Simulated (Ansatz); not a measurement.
System: interstitial Be in wurtzite GaN (charge state +2). The step: Be moves alone to another site; the atom moves 1.24 Å along (0.19, 0.38, -0.12) of the unit cell; the moving atom starts with neighbours 2 N at 1.70, N at 1.71 Å and ends with Ga at 2.12; 2 N at 1.68, N at 1.71 Å. DFT values are from Ansatz (plane-wave PAW, 420 eV unless said) in a cell of 72 host sites, spin-restricted, static, with no finite-size correction. The charge state is imposed; whether it is stable for some Fermi level was not computed. Sites that were not tried may lie lower. For the PBE band: the saddle point's order was not checked, and it lies on a symmetry element of the cell, where a band can be held.

```tsv
Level	Forward barrier (eV)	Cost of the band or of the saddle's single point
CHGNet universal potential (has no charge state), its own band	0.44	-
PBE, one k-point at (0.125, 0.250, 0.250), band relaxed	0.59	very roughly 21 core-minutes
PBE, a 2×2×2 k-point mesh shifted by half a step along c, same geometries	0.63	very roughly 4 core-minutes
r2SCAN at 500 eV, one k-point at (0.125, 0.250, 0.250), same geometries	…	very roughly 2.1 core-minutes
```

**Question.** Complete the blanks.

**Answer.** 
- r2SCAN at 500 eV, one k-point at (0.125, 0.250, 0.250), same geometries, Forward barrier (eV): 0.64

Ansatz is a quantum-chemistry and plane-wave program.
